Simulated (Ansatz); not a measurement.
Structures of equal composition on the (111) surface of germanium (Ge plane on top): (√3x√3)R30° Sn adatom at H3; (√3x√3)R30° Sn adatom at T4. The slabs share one bottom face, and each structure is named by its start. These are constructed structures in small cells; real faces may alloy, dewet or reconstruct in larger ones, and not all known structures of the face are among them. Slabs of about 13 Å, Fermi-Dirac smearing of 0.025 eV. Bottom of the slabs: H caps. Relaxed from the named starts with such symmetry as they have, on meshes of like density; energies extrapolated to zero smearing; spin only where a row says so; no spin-orbit coupling, no U. Brackets mark spin-polarised runs, whose order is one that fits the cell. Where a second, spin-polarised start was run, the lower counts.

Calculation: PBE (plane waves to 420 eV, PAW; Ansatz, a quantum-chemistry and plane-wave program).

Task: Rank these by energy per 1x1 cell (lowest first), as PBE gives it.

Result: (√3x√3)R30° Sn adatom at T4 (0.000 eV [spin start, no net moment], no gap on the mesh), (√3x√3)R30° Sn adatom at H3 (0.110 eV [spin start, no net moment], no gap on the mesh)
